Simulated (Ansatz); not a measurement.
**The (0001) surface of 4H silicon carbide, Si-terminated, F on every top atom (bottom of the slab: 1 H on 1 bottom site)**

Level of theory: HSE06, at the PBE geometry (plane waves to 420 eV, PAW; Ansatz, a first-principles code).

Set-up: 10 atoms, 11.0 Å thick at the start with caps and adatoms (thin: gaps and levels are the slab's own); mesh 6x6x1; 0.025 eV smearing; dipole correction on; single point; on the structure that PBE left under its start's symmetry; no spin, no spin-orbit, no U. It is one candidate, not shown to be the stable structure of the face.

| Quantity | Value |
|---|---|
| gap of the slab on its k-mesh | 3.35 eV |
| highest filled level below the top vacuum level | 9.20 eV |
| cost | very roughly 4 core-minutes |
